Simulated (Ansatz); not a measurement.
Relaxation of the outer planes of the (100) surface of rock-salt SrO in its 1x1 cell (cut with top plane O + Sr, bottom plane O + Sr), outermost plane spacing 2.60 Å in the ideal cut.

Computed with PBE (plane waves to 420 eV, PAW; Ansatz, a program for electronic structure).

Slab: 12 atoms, O6Sr6, 13.0 Å thick at the start; k 7x7x1, smearing 0.025 eV, dipole-corrected; all atoms relaxed; held to the start's symmetry, so lower structures may exist; no spin, no spin-orbit, no U.

```tsv
plane	atoms	bulk spacing to the next (Å)	relaxed spacing (Å)	change (%)	rumpling (Å)
1	O + Sr	2.598	2.516	-3.2	0.06 (Sr outermost)
2	O + Sr	2.598	2.620	0.8	0.03 (O outermost)
```
